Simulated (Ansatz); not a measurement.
The Bader charge of metal in a series of structures.

Cell A: NaCl (rock salt, Fm-3m), 2 atoms in the cell, k-point mesh 10×10×10 on the run's own vectors.
```cif
data_ClNa
_chemical_formula_sum 'Na1 Cl1'
_space_group_name_H-M_alt 'P 1'
_space_group_IT_number 1
_cell_length_a 4.02700
_cell_length_b 4.02700
_cell_length_c 4.02700
_cell_angle_alpha 60.000
_cell_angle_beta 60.000
_cell_angle_gamma 60.000
loop_
_space_group_symop_operation_xyz
  'x, y, z'
loop_
_atom_site_label
_atom_site_type_symbol
_atom_site_fract_x
_atom_site_fract_y
_atom_site_fract_z
_atom_site_occupancy
Na1 Na 0.00000 0.00000 0.00000 1
Cl1 Cl 0.50000 0.50000 0.50000 1
```

Cell B: AgCl (rock salt, Fm-3m), 2 atoms in the cell, k-point mesh 10×10×10 on the run's own vectors.
```yaml
crystal:
  lattice:
    - [0.00000, 2.80669, 2.80669]
    - [2.80669, 0.00000, 2.80669]
    - [2.80669, 2.80669, 0.00000]
  atoms:
    - { symbol: Ag, position: [0.00000, 0.00000, 0.00000] }
    - { symbol: Cl, position: [0.50000, 0.50000, 0.50000] }
```

Computed with Ansatz (plane waves, PAW), its PAW set soft_1, cutoff 420 eV, 500 eV for r2SCAN. The structures are at rest with PBE; other levels are single points on them. HSE06 runs on coarser k-point meshes. Neutral cells; Fermi-Dirac smearing of at most 0.05 eV in the solids, energies taken to zero width. The lattices are those relaxed with PBE, so at other levels the solids can be strained, which adds to the spread. A dispersion term ran beside these levels; it doesn't touch the electrons. Electrons of density maxima off the nuclei are shared among the atoms. Mean over the atoms, with the range where they differ; positive means electrons lost.

Question: Predict the Bader charge of metal (e) of each cell with PBE.

Answer: 
| system | PBE |
|---|---|
| A | 0.87 |
| B | 0.58 |

With PBE the value of A exceeds that of B by 0.29 e.

Question: Does the picture change with the functional?

Answer: 
```json
[
 {"system": "A", "r2SCAN": "0.89", "HSE06": "0.88"},
 {"system": "B", "r2SCAN": "0.63", "HSE06": "0.63"}
]
```

With r2SCAN the value of A exceeds that of B by 0.26 e. With HSE06 the value of A exceeds that of B by 0.25 e.

Ansatz is a quantum-chemistry and plane-wave program.
